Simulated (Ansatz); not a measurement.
System: Ga2O3 (model structure, started from the stibnite type, Pnma, No. 62, 20 atoms in the cell). Method: PBEsol+SOC in Ansatz (PAW).

Run with plane-wave cutoff 520 eV, 4×10×4 k mesh (along the axes of the cell as run), Fermi–Dirac smearing 0.01 eV, PAW data made under PBE.

Cell (relaxed with PBE-D3(BJ)):

```xyz
20
Lattice="10.5596 0.0000 0.0000 0.0000 2.9739 0.0000 0.0000 0.0000 7.4693" Properties=species:S:1:pos:R:3 pbc="T T T"
Ga    10.0781     0.7435     1.0911
Ga     4.7983     0.7435     2.6435
Ga     0.4815     2.2304     6.3782
Ga     5.7613     2.2304     4.8257
Ga     6.5408     0.7435     7.3399
Ga     1.2609     0.7435     3.8640
Ga     4.0189     2.2304     0.1293
Ga     9.2987     2.2304     3.6053
O      3.5040     0.7435     1.2336
O      8.7838     0.7435     2.5010
O      7.0557     2.2304     6.2357
O      1.7758     2.2304     4.9682
O      4.6985     0.7435     6.3923
O      9.9783     0.7435     4.8116
O      5.8611     2.2304     1.0770
O      0.5813     2.2304     2.6576
O      6.3747     0.7435     3.8301
O      1.0948     0.7435     7.3738
O      4.1850     2.2304     3.6392
O      9.4648     2.2304     0.0955
```

Task: Give the computed band gap.

Result: 
* **band gap**: 1.44 eV (on the SCF k mesh)

Note: the relaxation could raise the start's symmetry but not lower it, so the cell can be a saddle point; cell and atoms aren't relaxed at this level (largest force component 0.26 eV/Å, pressure -3.3 GPa).

Static lattice: no zero-point or thermal effects.

A model structure was made by putting elements into a prototype or built by hand; it is no filed structure, need not be a known phase, and can be a saddle point held by its symmetry.

Ansatz is a program for electronic structure.
